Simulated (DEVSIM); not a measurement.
Structure: abrupt Si n-p junction, at 350 K.

| layer (left to right) | material | thickness (μm) | Nd (cm⁻³) | Na (cm⁻³) | τn (s) | τp (s) |
|---|---|---|---|---|---|---|
| 1 | Si | 0.760 | 2.5e17 | - | 0.00053 | 0.00053 |
| 2 | Si | 240 | - | 8.2e17 | 0.00053 | 0.00053 |

Left contact: ohmic. Right contact: ohmic. Voltage is applied to the left contact. Recombination: SRH at mid-gap, radiative, Auger. Gap narrowing is on: ΔEg = 6.92 meV × (l + √(l² + 0.5)), l = ln(N/1.3e17 cm⁻³), shared equally by both band edges. Mobility is μmin + (μ − μmin)/(1 + (N/Nref)^α).

Constants are typed, rounded textbook-type inputs, not results; the design itself was drawn at random and stands for no fabricated device. Values at 300 K; Nc and Nv go as T^1.5, mobilities as T to minus their exponent, the gap by Varshni's rule with the affinity fixed.

```
parameter               Si
----------------  --------
gap (eV)             1.124
affinity (eV)         4.05
permittivity          11.7
Nc (cm⁻³)          2.86e19
Nv (cm⁻³)           3.1e19
μn (cm²/Vs)           1417
μp (cm²/Vs)            470
μn,min                  52
μp,min                  45
Nref,n              9.7e16
Nref,p              2.2e17
αn                    0.68
αp                    0.72
T exponent of μn       2.3
T exponent of μp       2.2
B (cm³/s)          4.7e-15
Cn (cm⁶/s)         2.8e-31
Cp (cm⁶/s)         9.9e-32
Varshni α (eV/K)  0.000473
Varshni β (K)          636
```

Model (solved in DEVSIM): 1D drift-diffusion, Boltzmann statistics, complete ionisation; no tunnelling, impact ionisation, image-force lowering or self-heating.

Base results: dark forward voltage at 100 A/cm² (V) 0.840; potential step across the device at zero bias (V) 0.825; largest field in the device at zero bias (V/cm) 210000; dark forward voltage at 1 A/cm² (V) 0.557.

What follows from this one change: thickness of layer 2 240 → 1200 μm?

dark forward voltage at 100 A/cm² 0.840 → 1.418 V; potential step across the device at zero bias little changed (0.825 V); largest field in the device at zero bias little changed (210000 V/cm); dark forward voltage at 1 A/cm² 0.557 → 0.564 V.

What follows from this one change: thickness of layer 1 0.76 → 3.8 μm?

dark forward voltage at 100 A/cm² 0.840 → 0.884 V; potential step across the device at zero bias little changed (0.825 V); largest field in the device at zero bias little changed (210000 V/cm); dark forward voltage at 1 A/cm² 0.557 → 0.606 V.

What follows from this one change: constant mobility in place of the doping-dependent one?

dark forward voltage at 100 A/cm² 0.840 → 0.733 V; potential step across the device at zero bias little changed (0.825 V); largest field in the device at zero bias little changed (210000 V/cm); dark forward voltage at 1 A/cm² 0.557 → 0.538 V.
